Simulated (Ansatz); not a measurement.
## AlB2-type CrB2

These are PBEsol (Ansatz, a first-principles code, plane waves, PAW) values and carry that method's errors.

Settings: plane-wave cutoff 500 eV, 18×18×14 k mesh (along the axes of the cell as run), Fermi–Dirac smearing 0.05 eV, spin-polarised start, scalar-relativistic PAW data made under PBE.

Cell (relaxed at this level):

```cif
data_B2Cr
_chemical_formula_sum 'Cr1 B2'
_space_group_name_H-M_alt 'P 1'
_space_group_IT_number 1
_cell_length_a 2.95694
_cell_length_b 2.95694
_cell_length_c 2.92278
_cell_angle_alpha 90.000
_cell_angle_beta 90.000
_cell_angle_gamma 120.000
loop_
_space_group_symop_operation_xyz
  'x, y, z'
loop_
_atom_site_label
_atom_site_type_symbol
_atom_site_fract_x
_atom_site_fract_y
_atom_site_fract_z
_atom_site_occupancy
Cr1 Cr 0.00000 0.00000 0.00000 1
B1 B 0.66667 0.33333 0.50000 1
B2 B 0.33333 0.66667 0.50000 1
```

For AlB2-type CrB2, the band gap comes out as none.

Note: the magnetic order was assumed, not searched for or taken from measurement; the volume lies 6 % below that of the published cell.

The computed numbers hold no vibrational or temperature effects.
